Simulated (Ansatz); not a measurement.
A computed series for PtSe2: thickness series

The reference is PtSe$_{2}$ in the CdI2 type structure (space group P-3m1, No. 164; a = 3.731 Å, c = 5.256 Å; layered, stacked along the Cartesian z axis).

Free-standing slabs (3 atom(s) a layer) normal to the stacking axis with 15 Å of vacuum; in-plane cell relaxed.

All numbers come from plane-wave PAW DFT at the r2SCAN+rVV10 level (Ansatz, a first-principles code, 500 eV), scalar-relativistic without spin-orbit coupling.

Candidates:
(a) 3 layers
(b) 2 layers
(c) 1 layer

Before the change:

The band gap is zero.

Order them by band gap, highest first.

(c) 1 layer (1.57 eV), (b) 2 layers (0.66 eV), (a) 3 layers (0.45 eV)

With Pt present, leaving out spin-orbit coupling can change the band edges. Whether these cells are dynamically stable was not tested. All final runs are without spin polarisation. The zero or small gap of PtSe2 can change with the level of theory.
